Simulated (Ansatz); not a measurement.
# CsCl-type CaO (model structure) (like a known high-pressure phase)

Calculation: r²SCAN-D4 (Ansatz, a first-principles code, plane waves, PAW).

Numerical settings: plane-wave cutoff 500 eV, 14×14×14 k mesh, Fermi–Dirac smearing 0.05 eV, scalar-relativistic PAW data made under PBE.

Cell (relaxed at this level):

```
CaO
1.0
    2.89575     0.00000     0.00000
    0.00000     2.89575     0.00000
    0.00000     0.00000     2.89575
Ca O
1 1
Direct
  0.00000   0.00000   0.00000
  0.50000   0.50000   0.50000
```

* **band gap**: 3.27 eV (on the SCF k mesh)

Computed values are for the static lattice.

A model structure was made by putting elements into a prototype or built by hand; it is no filed structure, need not be a known phase, and can be a saddle point held by its symmetry.
